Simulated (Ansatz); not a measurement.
Take SiO2 (space group P3_221, No. 154; a = 5.0221 Å, c = 5.5103 Å) as the base.

Method: Kohn–Sham DFT with the PBE functional, run in Ansatz (a first-principles code) with PAW and 420 eV plane waves, scalar-relativistic without spin-orbit coupling.

Base values:

```
Quantity                Result
-------------  ---------------
Band gap               5.68 eV
Gap character  indirect, K → Γ
```

Perturbation: every lattice vector is stretched by 0.75 %, atoms relaxed at fixed cell.

Task: What does the calculation give for the band gap after the change?

Result: The band gap decreases by 0.065 eV, from 5.68 eV to 5.62 eV.

Task: Estimate the effect on the energy relative to the base.

Result: The energy goes up by 0.6 meV/atom.

Task: Estimate the effect on the gap character.

Result: The gap character changes from indirect, K → Γ to indirect, M → Γ.

The cells carry an imposed strain or load. Whether these cells are dynamically stable was not tested.
